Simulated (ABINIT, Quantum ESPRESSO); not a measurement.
An ABINIT input for a self-consistent single point of ScRu₃C (Pm-3m, 5 atoms in the cell) (DFT, LDA (PW92), plane waves, norm-conserving pseudopotentials (PseudoDojo nc-sr-04 LDA standard)):

```
# ScRu3C, PseudoDojo nc-sr-04 LDA standard
pp_dirpath "./"
pseudos "Sc.upf, Ru.upf, C.upf"
acell 4.0613100000 4.0613100000 4.0613100000 Angstrom
rprim
         1.0000000000    0.0000000000    0.0000000000
         0.0000000000    1.0000000000    0.0000000000
         0.0000000000    0.0000000000    1.0000000000
natom 5
ntypat 3
znucl 21 44 6
typat 1 2 2 2 3
xred
         0.0000000000    0.0000000000    0.0000000000
         0.0000000000    0.5000000000    0.5000000000
         0.5000000000    0.0000000000    0.5000000000
         0.5000000000    0.5000000000    0.0000000000
         0.5000000000    0.5000000000    0.5000000000
ecut 1197 eV
occopt 3
tsmear 0.1 eV
nband 41
kptopt 1
ngkpt 7 7 7
nshiftk 1
shiftk 0 0 0
nstep 100
tolvrs 1.0e-10
prtwf 0
prtden 0
enunit 2
```

Task: Write the same calculation as an input for Quantum ESPRESSO.

Result: This is the input that was run; spellings and numerical settings could be chosen otherwise.

```fortran
&CONTROL
    calculation = 'scf'
    prefix = 'run'
    outdir = './work'
    pseudo_dir = './'
    tprnfor = .true.
    tstress = .true.
/
&SYSTEM
    ibrav = 0
    nat = 5
    ntyp = 3
    ecutwfc = 50
    ecutrho = 400
    occupations = 'smearing'
    smearing = 'fermi-dirac'
    degauss = 0.0073499
/
&ELECTRONS
    conv_thr = 1.0d-10
    mixing_beta = 0.3
/
ATOMIC_SPECIES
Sc    44.9559  sc_lda_v1.uspp.F.UPF
Ru   101.0700  ru_lda_v1.2.uspp.F.UPF
C     12.0110  c_lda_v1.2.uspp.F.UPF
ATOMIC_POSITIONS {crystal}
Sc    0.000000000    0.000000000    0.000000000
Ru    0.000000000    0.500000000    0.500000000
Ru    0.500000000    0.000000000    0.500000000
Ru    0.500000000    0.500000000    0.000000000
C     0.500000000    0.500000000    0.500000000
K_POINTS {automatic}
7 7 7  0 0 0
CELL_PARAMETERS {bohr}
   7.674763607     0.000000000     0.000000000
   0.000000000     7.674763607     0.000000000
   0.000000000     0.000000000     7.674763607
```

Basis settings and potentials, where a program has them, do not carry over. This input uses DFT, LDA (PZ), plane waves, GBRV 1.5 ultrasoft (LDA) pseudopotentials. LDA parametrisations can differ slightly between programs. Both were run: pressure -9.90 GPa in ABINIT and -10.46 in Quantum ESPRESSO.

On ABINIT: the starting cell comes from a database of computed structures (which also holds hypothetical and non-ambient phases and stackings), without a prior relaxation at this level. Spin polarisation is off. With a pressure of about -10 GPa the cell is away from its equilibrium volume at this level.

On Quantum ESPRESSO: the starting cell comes from a database of computed structures (which also holds hypothetical and non-ambient phases and stackings), without a prior relaxation at this level. Spin polarisation is off. With a pressure of about -10 GPa the cell is away from its equilibrium volume at this level.
